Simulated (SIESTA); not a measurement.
SIESTA run on Ni2Ge (P6_3/mmc, 6 atoms in the cell): self-consistent single point

Method of the run: GGA PBEsol, numerical atomic orbitals DZP, PseudoDojo PBEsol standard norm-conserving potentials (rewritten from UPF to PSML) (SIESTA 5.4.2).

Input as run:

```
# files in the folder: Ni.psml Ge.psml (PseudoDojo PBEsol standard)
SystemName  Ni2Ge
SystemLabel siesta

NumberOfAtoms                6
NumberOfSpecies              2
%block ChemicalSpeciesLabel
  1 28 Ni
  2 32 Ge
%endblock ChemicalSpeciesLabel
LatticeConstant              1.0 Ang
%block LatticeVectors
     3.979810000    0.000000000    0.000000000
    -1.989905000    3.446617000    0.000000000
     0.000000000    0.000000000    5.023880000
%endblock LatticeVectors
AtomicCoordinatesFormat      Fractional
%block AtomicCoordinatesAndAtomicSpecies
     0.666667000    0.333333000    0.250000000  1
     0.333333000    0.666667000    0.750000000  1
     0.000000000    0.000000000    0.000000000  1
     0.000000000    0.000000000    0.500000000  1
     0.666667000    0.333333000    0.750000000  2
     0.333333000    0.666667000    0.250000000  2
%endblock AtomicCoordinatesAndAtomicSpecies

XC.functional                GGA
XC.authors                   PBEsol
PAO.BasisSize                DZP
PAO.EnergyShift              0.005 Ry
MeshCutoff                   400 Ry
%block kgrid.MonkhorstPack
    9   0   0  0.0
    0   9   0  0.0
    0   0   6  0.0
%endblock kgrid.MonkhorstPack
OccupationFunction           MP
OccupationMPOrder            0
ElectronicTemperature        272.0 meV

MaxSCFIterations             150
SCF.Mixer.Method             Pulay
SCF.Mixer.Weight             0.2
SCF.Mixer.History            8
SCF.DM.Tolerance             1.0E-04
Diag.ParallelOverK           true
WriteForces                  true
Charge.Mulliken              end
```

The program printed (abridged):

```
reinit: Reading from file input.fdf

reinit: System Name: Ni2Ge
reinit: System Label: siesta

coor:   Atomic-coordinates input format  =     Fractional

siesta: Atomic coordinates (Bohr) and species
siesta:      3.76038   2.17105   2.37344  1        1
siesta:     -0.00000   4.34211   7.12032  1        2
siesta:      0.00000   0.00000   0.00000  1        3
siesta:      0.00000   0.00000   4.74688  1        4
siesta:      3.76038   2.17105   7.12032  2        5
siesta:     -0.00000   4.34211   2.37344  2        6

siesta: System type = bulk

initatomlists: Number of atoms, orbitals, and projectors:      6   112   108

siesta: ******************** Simulation parameters ****************************
redata: Spin configuration                          = none
redata: Time-Reversal Symmetry                      = T
redata: Number of Atomic Species                    =        2
redata: Mesh Cutoff                                 =   400.0000 Ry
redata: Net charge of the system                    =     0.0000 |e|
redata: Min. number of SCF Iter                     =        0
redata: Max. number of SCF Iter                     =      150
redata: SCF convergence failure will abort job
redata: SCF mix quantity                            = Hamiltonian
redata: Mix DM or H after convergence               =   F
redata: Recompute H after scf cycle                 =   F
redata: Mix DM in first SCF step                    =   T
redata: No kicks to SCF
redata: DM Mixing Weight for Kicks                  =     0.5000
redata: Require Harris convergence for SCF          =   F
redata: Harris energy tolerance for SCF             =     0.000100 eV
redata: Require DM convergence for SCF              =   T
redata: DM tolerance for SCF                        =     0.000100
redata: Require EDM convergence for SCF             =   F
redata: EDM tolerance for SCF                       =     0.001000 eV
   [... lines left out ...]
diag: Used triangular part                          = Lower
diag: Absolute tolerance                            =  0.100E-15
diag: Orthogonalization factor                      =  0.100E-05
diag: Memory factor                                 =  1.0000

superc: Internal auxiliary supercell:     7 x     7 x     5  =     245
superc: Number of atoms, orbitals, and projectors:   1470  27440  26460

                        Single-point calculation

superc: Internal auxiliary supercell:     7 x     7 x     5  =     245
superc: Number of atoms, orbitals, and projectors:   1470  27440  26460

outcell: Unit cell vectors (Ang):
        3.979810    0.000000    0.000000
       -1.989905    3.446617    0.000000
        0.000000    0.000000    5.023880

outcell: Cell vector modules (Ang)   :    3.979810    3.979810    5.023880
outcell: Cell angles (23,13,12) (deg):     90.0000     90.0000    120.0000
outcell: Cell volume (Ang**3)        :     68.9120
new_DM -- step:     1
Initializing Density Matrix...

Attempting to read DM from file... Failed...
DM filled with atomic data:

InitMesh: MESH = 48 x 48 x 64 = 147456
InitMesh: Mesh cutoff (required, used) =   400.000   448.522 Ry

stepf: Methfessel-Paxton step function
       Using Hermite-Gauss polynomials of order  0
        iscf     Eharris(eV)        E_KS(eV)     FreeEng(eV)     dDmax    Ef(eV) dHmax(eV)
   scf:    1   -23052.812498   -23091.648150   -23091.808412  2.034035 -3.121038 11.808789
   scf:    2   -23099.701525   -23099.411815   -23099.532757  0.583350 -4.388837  3.891625
   scf:    3   -23095.537672   -23099.121084   -23099.246619  0.090051 -4.360950  4.454309
   scf:    4   -23100.308198   -23100.255922   -23100.380063  0.050559 -4.453409  1.529772
   scf:    5   -23100.360878   -23100.322808   -23100.451338  0.045026 -4.492097  0.153613
   scf:    6   -23100.309944   -23100.320407   -23100.447787  0.015863 -4.525289  0.294672
   scf:    7   -23100.321448   -23100.324040   -23100.452661  0.015625 -4.493478  0.073545
   scf:    8   -23100.324533   -23100.324319   -23100.452857  0.000761 -4.495393  0.032256
   scf:    9   -23100.324690   -23100.324534   -23100.452943  0.001403 -4.498881  0.006385
   scf:   10   -23100.324558   -23100.324547   -23100.452945  0.000176 -4.499270  0.001990
   scf:   11   -23100.324545   -23100.324546   -23100.452945  0.000049 -4.499232  0.001064
   scf:   12   -23100.324548   -23100.324547   -23100.452945  0.000020 -4.499256  0.000080
SCF Convergence by DM+H criterion
max |DM_out - DM_in|         :     0.0000197809
max |H_out - H_in|      (eV) :     0.0000801283
SCF cycle converged after 12 iterations

Using DM_out to compute the final energy and forces

siesta: E_KS(eV) =           -23100.3245

siesta: E_KS - E_eggbox =    -23100.3245

siesta: Atomic forces (eV/Ang):
     1   -0.000240    0.000137   -0.000003
     2    0.000240   -0.000137    0.000003
     3   -0.000000   -0.000000    0.000001
     4   -0.000000   -0.000000   -0.000001
     5   -0.000182    0.000103   -0.000003
     6    0.000182   -0.000103    0.000003
   Tot   -0.000000    0.000000    0.000000
   Max    0.000240
   Res    0.000115    sqrt( Sum f_i^2 / 3N )
   Max    0.000240    constrained

Stress tensor Voigt[x,y,z,yz,xz,xy] (kbar):      -19.44      -19.10       -6.62        0.00       -0.00        0.29
(Free)E + p*V (eV/cell)   -23099.8055
Target enthalpy (eV/cell)   -23100.4529

siesta: Program's energy decomposition (eV):
siesta: Ebs     =     -3457.645077
siesta: Eions   =     27995.536829
siesta: Ena     =      1503.165819
siesta: Ekin    =     12284.834428
siesta: Enl     =     -5479.854297
siesta: Eso     =         0.000000
siesta: Edftu   =         0.000000
siesta: DEna    =        81.816225
siesta: DUscf   =         1.421241
siesta: DUext   =         0.000000
siesta: Ex      =     -3296.222396
siesta: Ec      =      -199.948738
siesta: Exc     =     -3496.171134
siesta: Eharris =    -23100.324548
siesta: Etot    =    -23100.324547
siesta: FreeEng =    -23100.452945

siesta: Stress tensor (static) (eV/Ang**3):
siesta:    -0.012131    0.000181   -0.000000
siesta:     0.000181   -0.011922    0.000000
siesta:    -0.000000    0.000000   -0.004132

siesta: Cell volume =         68.911963 Ang**3

siesta: Pressure (static):
siesta:                Solid            Molecule  Units
siesta:           0.00010232          0.00010238  Ry/Bohr**3
siesta:           0.00939488          0.00940028  eV/Ang**3
siesta:          15.05224990         15.06090692  kBar

mulliken: Atomic and Orbital Populations:

Species: Ni
Atom  Qatom  Qorb
   [... lines left out ...]
              0.331   1.903   1.986   1.848   1.986   1.904  -0.198  -0.192

             -0.185  -0.192  -0.198
   3 17.449   1.889   0.331  -0.141   2.002   2.002   2.002   0.255   0.233
              0.255   1.915   1.882   1.918   1.882   1.915  -0.177  -0.177

             -0.181  -0.177  -0.177
   4 17.449   1.889   0.331  -0.141   2.002   2.002   2.002   0.255   0.233
              0.255   1.915   1.882   1.918   1.882   1.915  -0.177  -0.177

             -0.181  -0.177  -0.177

Species: Ge
Atom  Qatom  Qorb
               4s      4s      4py     4pz     4px     4py     4pz     4px
               3dxy    3dyz    3dz2    3dxz    3dx2-y2 4dxy    4dyz    4dz2
               4dxz    4dx2-y2
   5 15.213   0.826   0.323   1.225   1.189   1.225  -0.113  -0.181  -0.113
              2.007   2.010   2.002   2.010   2.007   0.214   0.094   0.181

              0.094   0.214
   6 15.213   0.826   0.323   1.225   1.189   1.225  -0.113  -0.181  -0.113
              2.007   2.010   2.002   2.010   2.007   0.214   0.094   0.181

              0.094   0.214

mulliken: Qtot =      100.000

Mulliken Atomic Populations:
Atom #   charge [q] valence [e]  Species
     1     0.662146   17.337854  Ni
     2     0.662147   17.337853  Ni
     3     0.550877   17.449123  Ni
     4     0.550881   17.449119  Ni
     5    -1.213026   15.213026  Ge
     6    -1.213026   15.213026  Ge
 Total    -0.000000
```

The run converged in 12 iterations.

The starting cell comes from a database of computed structures (which also holds hypothetical and non-ambient phases and stackings), without a prior relaxation at this level. Spin polarisation is off. Values carry the incompleteness of an atom-centred basis.

Cost on one core of a shared machine: roughly 2 min.
